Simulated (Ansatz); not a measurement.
Consider MgO in the rock salt structure (space group Fm-3m, No. 225; a = 4.215 Å). Axes: x, y, z lie along the cube axes.

Structures relaxed with PBEsol, PAW, 420 eV (Ansatz, a first-principles code; no spin-orbit coupling), earlier PAW set.

Base:

Simulated powder pattern, Cu Kα1, λ = 1.54056 Å (kinematic, ideal powder, no thermal factors, no anomalous dispersion; the 8 strongest lines at most, above 2 %, up to 2θ = 90°):

```json
[
 {"2θ (°)": "36.91", "I/Imax (%)": "10", "hkl": "(111)"},
 {"2θ (°)": "42.88", "I/Imax (%)": "100", "hkl": "(200)"},
 {"2θ (°)": "62.25", "I/Imax (%)": "56", "hkl": "(220)"},
 {"2θ (°)": "74.62", "I/Imax (%)": "6.9", "hkl": "(311)"},
 {"2θ (°)": "78.55", "I/Imax (%)": "17", "hkl": "(222)"}
]
```

After one change:

Simulated powder pattern, Cu Kα1, λ = 1.54056 Å (kinematic, ideal powder, no thermal factors, no anomalous dispersion; the 8 strongest lines at most, above 2 %, up to 2θ = 90°):

| 2θ (°) | I/Imax (%) |
|---|---|
| 36.66 | 5.2 |
| 37.17 | 5.1 |
| 42.88 | 100 |
| 61.57 | 9.6 |
| 62.25 | 37 |
| 62.95 | 8.9 |
| 77.94 | 8.5 |
| 79.19 | 8.1 |

**Question.** Which change produced these results?
A. tensor shear ε_xy = +1.00 %
B. uniaxial strain ε_xx = +1.48 %
C. uniaxial strain ε_xx = −2.66 %
D. biaxial strain +0.71 %, plane normal [001], relaxed out of plane

**Answer.** A, tensor shear ε_xy = +1.00 %. Its volume per atom is 9.36 Å³ against 9.36 Å³, and its space group is Immm (No. 71).

No phonon test of stability was made.
